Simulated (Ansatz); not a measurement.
Start from Mg3SiO in the anti-perovskite structure (space group Pm-3m, No. 221; a = 4.222 Å; a hypothetical phase, not in the database extracts checked).

(Cell as relaxed with PBE.)

Levels (all Ansatz, a quantum-chemistry and plane-wave program, PAW): PBE (420 eV, without spin-orbit coupling); PBEsol (420 eV, no SOC).

Each level relaxes its own structure.

| quantity | PBE | PBEsol |
|---|---|---|
| volume per atom | 15.05 Å³ | … |
| lattice parameter a | 4.222 Å | … |
| band gap | zero | … |

Question: What does PBEsol give?

Answer: 
- volume per atom, PBEsol: 14.71 Å³
- lattice parameter a, PBEsol: 4.190 Å
- band gap, PBEsol: zero

PBE's volume per atom lies 0.34 Å³ above PBEsol's (2.3 %); PBE's lattice parameter a lies 0.032 Å above PBEsol's (0.8 %); the two agree on the band gap. Neither level is exact; PBEsol is the comparison here, not a measurement.

Whether these cells are dynamically stable was not tested. The final runs are not spin-polarised. A zero or small gap of Mg3SiO can be the functional's error rather than a property of the material.
